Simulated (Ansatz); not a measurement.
## C, response to strain

Base system: C in the diamond structure (space group Fd-3m, No. 227; a = 3.554 Å). Axes: x, y, z lie along the cube axes.

Strains are applied to the cell and any free atomic positions relax; under biaxial strain the out-of-plane vector relaxes too.

Method: Ansatz (a first-principles code) PBEsol, no spin-orbit coupling.

```tsv
biaxial strain, plane normal [001], relaxed out of plane (%)	out-of-plane strain (%)
-3	0.80
-2.5	0.67
-2	?
-1.5	0.40
-1	0.26
0	0.00
```

Problem. Fit ε⊥ = −νε + γε² (strains in %) to the rows shown and predict the withheld row.

Solution. Least squares on the printed values gives ν = 0.26 (the biaxial Poisson response) and γ = 0.001 (largest residual 0.00 %); this predicts 0.53 %, and the run gives 0.53 %, in agreement.

Stability against distortions was not tested.
